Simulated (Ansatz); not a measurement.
# Habitual settings against a tight run: KLuO2 (R-3m, 4 atoms in the cell)

Self-consistent single point.

```xyz
4
Lattice="1.6555 0.9558 6.0939 -1.6555 0.9558 6.0939 0.0000 -1.9116 6.0939" Properties=species:S:1:pos:R:3 pbc="T T T"
K      0.0000     0.0000     0.0000
Lu     0.0000     0.0000     9.1408
O      0.0000     0.0000     4.1560
O      0.0000     0.0000    14.1257
```

Computed with PBEsol, default PAW files made with PBE (plane waves; Ansatz, a first-principles code).

Base settings: basis.ecutwfc = 30.9 Ry; kpoints.mp_grid.grid = 12 12 12; hamiltonian.xc = pbesol; hamiltonian.pseudopotentials = {kind: paw} (the program's default PAW files); scf.occupations.method = gaussian; scf.occupations.width = 0.0037 Ry.

Tight run (finer mesh or higher cutoff; not a proven limit): basis.ecutwfc: 30.9 Ry → 43.4 Ry; kpoints.mp_grid.grid: 12 12 12 → 17 17 17; scf.convergence.dr2_threshold: default (1e-07 eV) → 1e-09 eV. It gave top of the valence band (on the code's own zero) 10.37 eV; gap on the k-point mesh 3.56 eV; pressure 5.22 GPa; largest force (vector length) 0.551 eV/Å.

Quick runs, as changes from the base:
- A: the base itself
- B: basis.ecutwfc: 30.9 Ry → 18.4 Ry; kpoints.mp_grid.grid: 12 12 12 → 1 1 1; scf.occupations.method: gaussian → cold; scf.occupations.width: 0.0037 Ry → 0.01 Ry
- C: basis.ecutwfc: 30.9 Ry → 15.4 Ry; kpoints.mp_grid.grid: 12 12 12 → 2 2 2; scf.occupations.method: gaussian → methfessel_paxton; scf.occupations.width: 0.0037 Ry → 0.0147 Ry
- D: basis.ecutwfc: 30.9 Ry → 24.6 Ry; kpoints.mp_grid.grid: 12 12 12 → 2 2 2; scf.convergence.dr2_threshold: default (1e-07 eV) → 0.001 eV
- E: basis.ecutwfc: 30.9 Ry → 15.4 Ry; kpoints.mp_grid.grid: 12 12 12 → 8 8 8
- F: basis.ecutwfc: 30.9 Ry → 21.7 Ry; kpoints.mp_grid.grid: 12 12 12 → 8 8 8; hamiltonian.xc: pbesol → lda; kpoints.mp_grid.shift: default → 0.5 0.5 0.5 [LDA (PW92)]
- G: kpoints.mp_grid.grid: 12 12 12 → 4 4 4; hamiltonian.xc: pbesol → b3lyp [B3LYP]
- H: kpoints.mp_grid.grid: 12 12 12 → 4 4 4; hamiltonian.xc: pbesol → hse06 [HSE06]

Dashes: time of A, B, C, D, E, F, under 30 s; energy of F, G, H, another energy zero; count of G, H, another kind of functional, whose work the count does not hold.

Gaps are read on each run's own mesh, which may miss the band edges.

† marks runs with another functional, U, potentials or spin treatment: their distance from the tight run is not a convergence error alone.

The count of work is k-points × plane waves × bands × iterations; it is no time. Core times come from one kind of shared machine and are given to one figure; runs under 30 s give none.

Pressures in the table are Ansatz's without its Pulay estimate, at a fixed set of plane waves; the tight run's value above holds the estimate.

The starting cell comes from a database of computed structures (which also holds hypothetical and non-ambient phases and stackings), without a prior relaxation at this level. Its lattice was rescaled by a random factor within 2.5 % of one. Spin-orbit coupling is off. In the base run, with a pressure of about 5 GPa the cell is away from its equilibrium volume at this level.

```
run  energy less tight (meV/atom)  pressure less tight (GPa)  largest miss in a force vector (eV/Å)  gap on the mesh less tight (eV)  count of work / tight  core time / tight (rough)
---  ----------------------------  -------------------------  -------------------------------------  -------------------------------  ---------------------  -------------------------
A                             3.8                      -0.47                                  0.003                           -0.018                   0.18                          –
B                          2312.7                     -50.88                                  5.067                           -0.343                0.00050                          –
C                          4305.0                    -189.80                                  0.607                            0.262                 0.0014                          –
D                           170.5                      -5.79                                  0.035                           -0.101                 0.0020                          –
E                          4048.7                    -185.59                                  0.343                            0.287                  0.022                          –
F†                              –                     -25.43                                  0.171                           -0.030                  0.034                          –
G†                              –                       6.03                                  0.265                            2.247                      –                        0.8
H†                              –                       2.90                                  0.101                            1.931                      –                        0.8
```

Among the runs at the tight run's level, the energy misses run from 3.8 to 4305.0 meV/atom.

Keys are those of Ansatz 0.2.
